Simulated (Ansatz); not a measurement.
A self-consistent single point of YRh (Pm-3m, 2 atoms in the cell) with Ansatz (a first-principles code).

Level of theory: r2SCAN, default PAW files made with PBE (plane waves; Ansatz).

```xyz
2
Lattice="3.4179 0.0000 0.0000 0.0000 3.4179 0.0000 0.0000 0.0000 3.4179" Properties=species:S:1:pos:R:3 pbc="T T T"
Y      1.7089     1.7089     1.7089
Rh     0.0000     0.0000     0.0000
```

Reference input (self-consistent single point, DFT, LDA (PW92), plane waves, default PAW files made with PBE): basis.ecutwfc = 420 eV; kpoints.mp_grid.grid = 10 10 10; hamiltonian.xc = lda; hamiltonian.pseudopotentials = {kind: paw} (the program's default PAW files); scf.occupations.method = fermi_dirac; scf.occupations.width = 0.1 eV. This run's input differs from it in these lines:

Ansatz 0.2 input:
```diff
@@ -10,3 +10,3 @@
 basis:
-  ecutwfc: 420.0
+  ecutwfc: 500.0
 kpoints:
@@ -14,3 +14,3 @@
 hamiltonian:
-  xc: lda
+  xc: r2scan
   pseudopotentials: { kind: paw }
```

Output (repeated stretches shortened):

```
SCF iter   1: F=—  HF=-10276.731988 eV  |F-HF|=—  |Δ(HF+E_count)|=         —  Δρ=1.07e-2  dr2=8.30e-2  dr2_τ=1.42e-2  ethr=1.77e-3  ⟨swp⟩=4.5  Hψ=4155  notcnv=0
all-band conjugate gradients solve this SCF's bands
preconditioner: auto → none
SCF iter   2: F=—  HF=-10276.772654 eV  |F-HF|=—  |Δ(HF+E_count)|=   4.07e-2  Δρ=6.40e-3  dr2=9.91e-3  dr2_τ=2.83e-3  ethr=2.97e-4  ⟨swp⟩=2.1  Hψ=1700  notcnv=0
   [... lines left out ...]
SCF iter   5: F=—  HF=-10276.772565 eV  |F-HF|=—  |Δ(HF+E_count)|=   2.64e-5  Δρ=1.23e-4  dr2=7.68e-6  dr2_τ=4.94e-7  ethr=3.76e-7  ⟨swp⟩=2.1  Hψ=1399  notcnv=0
SCF iter   6: F=—  HF=-10276.772566 eV  |F-HF|=—  |Δ(HF+E_count)|=   7.30e-7  Δρ=3.94e-5  dr2=1.13e-6  dr2_τ=5.64e-8  ethr=2.74e-8  ⟨swp⟩=2.0  Hψ=1351  notcnv=0
SCF iter   7: F=-10276.772566 eV  HF=-10276.772566 eV  |F-HF|=3.78e-8  |Δ(HF+E_count)|=   1.19e-7  Δρ=8.52e-6  dr2=4.92e-8  dr2_τ=9.34e-10  ethr=3.57e-10  ⟨swp⟩=3.0  Hψ=3405  notcnv=0
SCF 1 converged in 7 iterations: F = -10276.772566 eV  dr2 = 4.92e-8
Free energy (F): -10276.772566 eV
Internal energy: -10276.734390 eV  (E = F + TS)
E sigma→0 (E₀):  -10276.753478 eV
Entropy (-TS):   -0.038176 eV (-19.088 meV/atom)
Fermi energy:    15.472303 eV
--- Forces (eV/Å), atoms counted from 1 ---
  atom   1  Y      0.00000000    -0.00000000    -0.00000000
  atom   2  Rh    -0.00000000     0.00000000     0.00000000
--- Stress (GPa, compression-positive) ---
       -0.140951      -0.000000       0.000000
       -0.000000      -0.140951       0.000000
        0.000000       0.000000      -0.140951
  P = ⅓ Tr σ = -0.1410 GPa (-1.410 kbar)
  The stress holds the Pulay correction. Without it, at fixed plane waves, as pw.x and ABINIT print it: P = -0.1881 GPa
```

The run converged in 7 iterations. Against the reference run the pressure goes from -6.84 to -0.14 GPa.

The starting cell comes from a database of computed structures (which also holds hypothetical and non-ambient phases and stackings), without a prior relaxation at this level. Spin polarisation is off. Ansatz's pressure includes its estimate of the finite-basis (Pulay) stress.
